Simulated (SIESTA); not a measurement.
A relaxation of cell and atoms of Mo₆IrRu (Pm-3, 8 atoms in the cell) with SIESTA.

Computed with LDA PW92, numerical atomic orbitals DZP, PseudoDojo LDA standard norm-conserving potentials (rewritten from UPF to PSML) in SIESTA.

```yaml
crystal:
  lattice:
    - [5.07794, 0.00000, 0.00000]
    - [0.00000, 5.07794, 0.00000]
    - [0.00000, 0.00000, 5.07794]
  atoms:
    - { symbol: Mo, position: [0.00000, 0.50000, 0.75076] }
    - { symbol: Mo, position: [0.00000, 0.50000, 0.24924] }
    - { symbol: Mo, position: [0.75076, 0.00000, 0.50000] }
    - { symbol: Mo, position: [0.24924, 0.00000, 0.50000] }
    - { symbol: Mo, position: [0.50000, 0.75076, 0.00000] }
    - { symbol: Mo, position: [0.50000, 0.24924, 0.00000] }
    - { symbol: Ru, position: [0.00000, 0.00000, 0.00000] }
    - { symbol: Ir, position: [0.50000, 0.50000, 0.50000] }
```

Reference input (self-consistent single point, DFT, LDA PW92, numerical atomic orbitals DZP, PseudoDojo LDA standard norm-conserving potentials (rewritten from UPF to PSML)): XC.functional = LDA; XC.authors = PW92; potentials = PseudoDojo LDA standard; PAO.BasisSize = DZP; PAO.EnergyShift = 0.005 Ry; MeshCutoff = 300 Ry; kgrid.MonkhorstPack = 5 5 5; OccupationFunction = MP; OccupationMPOrder = 0; ElectronicTemperature = 0.272 eV; MaxSCFIterations = 150; SCF.Mixer.Method = Pulay. This run's input differs from it in these lines:

```diff
@@ -49,2 +49,7 @@
 Diag.ParallelOverK           true
+MD.TypeOfRun                 CG
+MD.Steps                     40
+MD.MaxForceTol               0.02 eV/Ang
+MD.VariableCell              true
+MD.MaxStressTol              0.05 GPa
 WriteForces                  true
```

Log, with long lists cut:

```
        iscf     Eharris(eV)        E_KS(eV)     FreeEng(eV)     dDmax    Ef(eV) dHmax(eV)
   scf:    1   -17260.205402   -17339.732879   -17339.983942  0.799087 -2.977477 28.246050
   scf:    2   -17361.455206   -17356.803265   -17357.096746  0.461431 -3.305199  8.686506
   scf:    3   -17361.809327   -17359.731352   -17360.056904  0.132544 -3.562284  5.434500
   scf:    4   -17364.312155   -17362.181013   -17362.529674  0.139854 -3.888403  2.935574
   scf:    5   -17364.996136   -17364.050091   -17364.439348  0.238983 -4.539026  0.232739
   [... 8 lines left out ...]
   scf:   14   -17364.054363   -17364.054312   -17364.450182  0.000113 -4.567651  0.000659
   scf:   15   -17364.054328   -17364.054320   -17364.450182  0.000021 -4.567646  0.000470
   scf:   16   -17364.054358   -17364.054339   -17364.450182  0.000057 -4.567668  0.000150
   scf:   17   -17364.054341   -17364.054340   -17364.450182  0.000003 -4.567662  0.000107
SCF Convergence by DM+H criterion
max |DM_out - DM_in|         :     0.0000033558
max |H_out - H_in|      (eV) :     0.0001069691
SCF cycle converged after 17 iterations

Using DM_out to compute the final energy and forces

siesta: E_KS(eV) =           -17364.0543

siesta: E_KS - E_eggbox =    -17364.0543

siesta: Atomic forces (eV/Ang):
     1    0.000000    0.000000    0.025198
     2   -0.000000   -0.000000   -0.025198
     3    0.025199   -0.000000    0.000000
     4   -0.025199   -0.000000    0.000000
     5   -0.000000    0.025199    0.000000
     6   -0.000000   -0.025199   -0.000000
     7    0.000000    0.000000    0.000000
     8   -0.000000   -0.000000   -0.000000
   Tot   -0.000000   -0.000000   -0.000000
   Max    0.025199
   Res    0.012599    sqrt( Sum f_i^2 / 3N )
   Max    0.025199    constrained

   [... lines left out ...]
siesta: Pressure (static):       -236.93629482  kBar
siesta: Pressure (total):       -236.93629482  kBar
No target stress found, assuming hydrostatic MD.TargetPressure.
Target stress (kBar)
outcell: Cell volume (Ang**3)        :    119.3576
        iscf     Eharris(eV)        E_KS(eV)     FreeEng(eV)     dDmax    Ef(eV) dHmax(eV)
siesta: Pressure (static):         -0.31670620  kBar
siesta: Pressure (total):         -0.31670620  kBar
outcell: Cell volume (Ang**3)        :    119.3576
siesta: FreeEng =    -17365.386162
   [... lines left out ...]
siesta:     0.000198    0.000000    0.000000
siesta:     0.000000    0.000198    0.000000
siesta:     0.000000    0.000000    0.000198

siesta: Cell volume =        119.357575 Ang**3

siesta: Pressure (static):
siesta:                Solid            Molecule  Units
siesta:          -0.00000215         -0.00000300  Ry/Bohr**3
siesta:          -0.00019767         -0.00027567  eV/Ang**3
siesta:          -0.31670620         -0.44167641  kBar
```

The run converged. 

Summary of the result:
Free energy E − TS: -17365.3862 eV
Fermi level (on the code's own zero): -4.58 eV
Pressure: -0.03 GPa
Largest force (vector length): 0.004 eV/Å
Final cell: a = b = c = 4.9236 Å, α = β = γ = 90.00°
Final volume per atom: 14.92 Å³
Relaxation steps: 6

The starting cell comes from a database of computed structures (which also holds hypothetical and non-ambient phases and stackings), without a prior relaxation at this level. Its lattice was rescaled by a random factor within 2.5 % of one. Spin polarisation is off. Values carry the incompleteness of an atom-centred basis.

Cost on one core of a shared machine: roughly 6 min.
